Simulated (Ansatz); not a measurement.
Take Ir in the fcc (Cu type) structure (space group Fm-3m, No. 225; a = 3.831 Å; relaxed with 0.1 eV smearing) as the base.

Computed with Ansatz (a quantum-chemistry and plane-wave program), PBEsol, PAW, cutoff 420 eV, without spin-orbit coupling.

For the base:

The pressure comes out as 0.0 GPa.

It is then changed as follows: an isotropic linear strain of −1.50 %; the atoms relax in the strained cell.

**Question.** Predict the new energy relative to the base.

**Answer.** The energy rises by 36 meV/atom.

**Question.** What happens to the pressure?

**Answer.** The pressure goes from zero to 19.6 GPa.

Whether these cells are dynamically stable was not tested. The final runs are not spin-polarised.
